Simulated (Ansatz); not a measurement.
Pair distribution function (total) of W (bcc), cell W54, with the crystal as the starting point, held near 4 GPa [in the run: it stayed crystalline; mean temperature 298 K (target 300 K); density 19.07 g/cm³; one k-point, which a denser mesh shifts by -0.3 GPa in pressure and 0.09 eV/Å in forces], from MD at 298 K. Computed with PBE (plane waves, PAW; Ansatz, an electronic-structure program). Volume per atom 16.01 Å³, mean pressure 4.2 GPa. 

(r (Å), g(r)): (1.78, 0.00); (1.82, 0.00); (1.86, 0.00); (1.90, 0.00); (1.94, 0.00); (1.98, 0.00); (2.02, 0.00); (2.06, 0.00); (2.10, 0.00); (2.14, 0.00); (2.18, 0.00); (2.22, 0.00); (2.26, 0.00); (2.30, 0.00); (2.34, 0.00); (2.38, 0.00); (2.42, 0.00); (2.46, 0.00); (2.50, 0.00); (2.54, 0.00); (2.58, 0.10); (2.62, 0.66); (2.66, 2.84); (2.70, 6.73); (2.74, 9.40); (2.78, 7.97); (2.82, 4.25); (2.86, 1.41); (2.90, 0.32); (2.94, 0.03); (2.98, 0.00); (3.02, 0.03); (3.06, 0.41); (3.10, 1.92); (3.14, 4.87); (3.18, 6.07); (3.22, 4.00); (3.26, 1.38); (3.30, 0.24); (3.34, 0.03); (3.38, 0.00); (3.42, 0.00); (3.46, 0.00); (3.50, 0.00); (3.54, 0.00); (3.58, 0.00); (3.62, 0.00); (3.66, 0.00); (3.70, 0.00); (3.74, 0.00); (3.78, 0.00); (3.82, 0.00); (3.86, 0.00); (3.90, 0.00); (3.94, 0.00); (3.98, 0.00); (4.02, 0.00); (4.06, 0.00); (4.10, 0.00); (4.14, 0.00); (4.18, 0.00); (4.22, 0.00); (4.26, 0.00); (4.30, 0.02); (4.34, 0.20); (4.38, 0.94); (4.42, 2.55); (4.46, 4.52); (4.50, 4.99); (4.54, 3.57); (4.58, 1.61); (4.62, 0.48); (4.66, 0.07); (4.70, 0.01); (4.74, 0.00)

Problem. State where the first shell ends and the number of neighbours in it.

Solution. first minimum near 3.0 Å (g down to about 0.00); 8.0 neighbours in the shell, from n = 4πρ∫r²g(r)dr.
